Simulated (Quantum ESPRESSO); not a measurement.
Quantum ESPRESSO run on HgTe (P1, 4 atoms in the cell): self-consistent single point.

Method of the run: PBEsol, GBRV 1.5 ultrasoft (PBESOL) pseudopotentials (plane waves; Quantum ESPRESSO).

The change in words: atoms moved at random. Reference geometry:
```
HgTe
1.0
    3.05536     3.53974     0.00000
   -3.05536     3.53974     0.00000
    0.00000     0.00000     5.91992
Hg Te
2 2
Direct
  0.65695   0.65695   0.25000
  0.34305   0.34305   0.75000
  0.21519   0.21519   0.25000
  0.78481   0.78481   0.75000
```

Reference input (self-consistent single point, DFT, PBEsol, plane waves, GBRV 1.5 ultrasoft (PBESOL) pseudopotentials): ecutwfc = 40 Ry; ecutrho = 200 Ry; occupations = smearing; smearing = fd; degauss = 0.0073499 Ry; potentials = {Hg: hg_pbesol_v1.uspp.F.UPF, Te: te_pbesol_v1.uspp.F.UPF}; K_POINTS = automatic 5 5 4 0 0 0; conv_thr = 1e-10 Ry; mixing_beta = 0.3. This run's input differs from it in these lines:

```diff
@@ -9,6 +9,3 @@
 &SYSTEM
- ibrav = 9
- celldm(1) = 11.5475985626
- celldm(2) = 1.158532063130
- celldm(3) = 0.968775395919
+ ibrav = 0
  nat = 4
@@ -29,8 +26,12 @@
 ATOMIC_POSITIONS {angstrom}
-Hg   -3.0553630000    1.1111231304   -4.4399407500
-Hg   -3.0553630000   -1.1111231304   -1.4799802500
-Te   -3.0553630000   -2.0163044203   -4.4399407500
-Te   -3.0553630000    2.0163044203   -1.4799802500
+Hg    3.0726685760    1.1099196202    4.3940554423
+Hg    3.0934572659   -1.1015021279    1.4684896833
+Te    2.9893610485   -2.0040640132    4.4530296953
+Te    3.0659681650    1.9956500608    1.5242730989
 K_POINTS {automatic}
 5 5 4  0 0 0
+CELL_PARAMETERS {angstrom}
+   3.0553630000    -3.5397360000     0.0000000000
+   3.0553630000     3.5397360000     0.0000000000
+   0.0000000000     0.0000000000     5.9199210000
```

Log, with long lists cut:

```
     Self-consistent Calculation

     iteration #  1     ecut=    40.00 Ry     beta= 0.30

     Threshold (ethr) on eigenvalues was too large:
     Diagonalizing with lowered threshold

     total energy              =    -267.89100870 Ry
     estimated scf accuracy    <       0.09662556 Ry

     iteration #  2     ecut=    40.00 Ry     beta= 0.30

     total energy              =    -267.90226331 Ry
     estimated scf accuracy    <       0.01153701 Ry

     iteration #  3     ecut=    40.00 Ry     beta= 0.30

     total energy              =    -267.90263039 Ry
     estimated scf accuracy    <       0.00331419 Ry

   [... 8 blocks of this kind left out ...]

     iteration # 12     ecut=    40.00 Ry     beta= 0.30

     total energy              =    -267.90289282 Ry
     estimated scf accuracy    <          4.4E-10 Ry

     iteration # 13     ecut=    40.00 Ry     beta= 0.30
     End of self-consistent calculation

     the Fermi energy is     6.2954 ev

!    total energy              =    -267.90289282 Ry
     estimated scf accuracy    <          1.3E-11 Ry
     smearing contrib. (-TS)   =      -0.00519392 Ry
     internal energy E=F+TS    =    -267.89769890 Ry

     convergence has been achieved in  13 iterations

     Forces acting on atoms (cartesian axes, Ry/au):

     atom    1 type  1   force =    -0.00403665   -0.00223090    0.00356668
     atom    2 type  1   force =    -0.00125132    0.00092285    0.00022245
     atom    3 type  2   force =     0.00693732    0.01151305    0.00099419
     atom    4 type  2   force =    -0.00164935   -0.01020499   -0.00478331

     Total force =     0.018651     Total SCF correction =     0.000015

          total   stress  (Ry/bohr**3)                   (kbar)     P=      -48.55
  -0.00036950  -0.00000219   0.00000190          -54.36       -0.32        0.28
  -0.00000219  -0.00026684  -0.00000694           -0.32      -39.25       -1.02
   0.00000190  -0.00000694  -0.00035385            0.28       -1.02      -52.05

   JOB DONE.
```

The run converged in 13 iterations. Against the reference run the free energy stays essentially unchanged (within 1 meV/atom), the pressure goes from -5.07 to -4.86 GPa and the largest force goes from 0.303 to 0.347 eV/Å. The full log also holds: “c_bands:  1 eigenvalues not converged”.

The starting cell comes from a database of computed structures (which also holds hypothetical and non-ambient phases and stackings), without a prior relaxation at this level. Its lattice was rescaled by a random factor within 2.5 % of one. For this run, on top of that: atoms moved at random. Spin-orbit coupling is off. With a pressure of about -5 GPa the cell is away from its equilibrium volume at this level. The run gives no clean gap (levels at the Fermi energy touch, overlap or are partly filled at this smearing), which alone does not show that the compound is a metal.

Cost on one core of a shared machine: roughly 2 min.
